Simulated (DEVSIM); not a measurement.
System: Mo/Al2O3/p-Ge capacitor, at 250 K.

| layer (left to right) | material | thickness (nm) | Na (cm⁻³) |
|---|---|---|---|
| 1 | Al2O3 | 6.00 | - |
| 2 | Ge | 830 | 2.6e16 |

Metal gate on the left, work function 4.6 eV. Fixed charge at the semiconductor interface 0 cm⁻² (in units of +e); no interface traps.

The device is made up for the run: typed textbook-type constants, with dimensions and the other settings drawn at random. Values at 300 K; Nc and Nv go as T^1.5, mobilities as T to minus their exponent, the gap by Varshni's rule with the affinity fixed.

| parameter | Al2O3 | Ge |
|---|---|---|
| gap (eV) | 6.8 | 0.664 |
| affinity (eV) | 1.35 | 4 |
| permittivity | 9 | 16 |
| Nc (cm⁻³) | - | 1.04e19 |
| Nv (cm⁻³) | - | 6e18 |
| Varshni α (eV/K) | - | 0.000477 |
| Varshni β (K) | - | 235 |

Model (solved in DEVSIM): 1D Poisson equation in equilibrium, Boltzmann statistics, complete ionisation; no quantum confinement or tunnelling. Metal contacts follow the ideal Schottky-Mott rule: no Fermi-level pinning, no interface dipoles.

Tabulate band edges, carrier densities and field at 0.45 V on the gate.

Energies count from the Fermi level of the right contact; mesh points crowd at the junctions.

```csv
x (μm),Ec (eV),Ev (eV),n (cm⁻³),p (cm⁻³),field (V/cm)
0.000,2.800,-4.000,< 1e2,< 1e2,81000
0.0009196,2.807,-3.993,< 1e2,< 1e2,81000
0.002276,2.818,-3.982,< 1e2,< 1e2,81000
0.003995,2.832,-3.968,< 1e2,< 1e2,81000
0.005621,2.845,-3.954,< 1e2,< 1e2,81000
0.006468,0.201,-0.482,7.1e14,8.7e8,45000
0.007938,0.207,-0.476,5.3e14,1.2e9,45000
0.01230,0.227,-0.456,2.1e14,2.9e9,44000
0.01903,0.255,-0.428,5.7e13,1.1e10,42000
0.03182,0.306,-0.377,5.3e12,1.2e11,38000
0.05613,0.389,-0.293,1.1e11,5.6e12,31000
0.1284,0.536,-0.147,1.3e8,5.0e15,10000
0.2396,0.571,-0.112,2.5e7,2.5e16,280
0.4482,0.571,-0.111,2.4e7,2.6e16,≈ 0
0.6701,0.571,-0.111,2.4e7,2.6e16,≈ 0
0.7493,0.571,-0.111,2.4e7,2.6e16,≈ 0
0.7925,0.571,-0.111,2.4e7,2.6e16,≈ 0
0.8136,0.571,-0.111,2.4e7,2.6e16,≈ 0
0.8271,0.571,-0.111,2.4e7,2.6e16,≈ 0
0.8318,0.571,-0.111,2.4e7,2.6e16,≈ 0
0.8344,0.571,-0.111,2.4e7,2.6e16,≈ 0
0.8360,0.571,-0.111,2.4e7,2.6e16,≈ 0
```
